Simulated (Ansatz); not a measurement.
TiAl3 under a change: Ti vacancy, symmetric start

Consider a 20-atom supercell of TiAl3 (space group I4/mmm, No. 139; a = 3.816 Å, c = 8.551 Å) at its relaxed geometry.

It is then changed as follows: a neutral Ti vacancy, symmetric start, atoms relaxed at fixed cell.

Method: Kohn–Sham DFT with the PBEsol functional, run in Ansatz (an electronic-structure program) with PAW and 420 eV plane waves, no SOC. Γ-centred 6×6×6 mesh, Fermi–Dirac width 0.05 eV.

The pressure goes from zero to -1.0 GPa and the energy gained by relaxation amounts to 0.22 eV. The largest displacement of a host atom from its site in the perfect cell is 0.15 Å and the mean distance from the defect site to its nearest host atoms shrinks by 0.153 Å, from 2.70 Å to 2.54 Å.

Final structure:

```yaml
crystal:
  lattice:
    - [-5.72429, 1.90810, 4.27565]
    - [5.72429, -1.90810, 4.27565]
    - [1.90810, 5.72429, -4.27565]
  atoms:
    - { symbol: Al, position: [0.50000, 0.50000, 0.00000] }
    - { symbol: Al, position: [0.28325, 0.90663, 0.18987] }
    - { symbol: Al, position: [0.90663, 0.71675, 0.62338] }
    - { symbol: Al, position: [0.09337, 0.28325, 0.37662] }
    - { symbol: Al, position: [0.71675, 0.09337, 0.81013] }
    - { symbol: Al, position: [0.45961, 0.35635, 0.30561] }
    - { symbol: Al, position: [0.25000, 0.75000, 0.50000] }
    - { symbol: Al, position: [0.84600, 0.54039, 0.89674] }
    - { symbol: Al, position: [0.05075, 0.15400, 0.69439] }
    - { symbol: Al, position: [0.64365, 0.94925, 0.10326] }
    - { symbol: Al, position: [0.15400, 0.45961, 0.10326] }
    - { symbol: Al, position: [0.94925, 0.84600, 0.30561] }
    - { symbol: Al, position: [0.54039, 0.64365, 0.69439] }
    - { symbol: Al, position: [0.75000, 0.25000, 0.50000] }
    - { symbol: Al, position: [0.35635, 0.05075, 0.89674] }
    - { symbol: Ti, position: [0.79881, 0.40386, 0.20267] }
    - { symbol: Ti, position: [0.40386, 0.20119, 0.60504] }
    - { symbol: Ti, position: [0.59614, 0.79881, 0.39496] }
    - { symbol: Ti, position: [0.20119, 0.59614, 0.79733] }
```

Cost of the whole job for the changed cell (relaxation, final SCF and bands): roughly 4 core-minutes.

The cell is small, so the values are those of an ordered compound at a high defect concentration; dilute-limit values will differ. The defect started on the symmetric site and kept its symmetry, so it may sit on a saddle. The final runs are not spin-polarised. The defect cell is not spin-polarised.
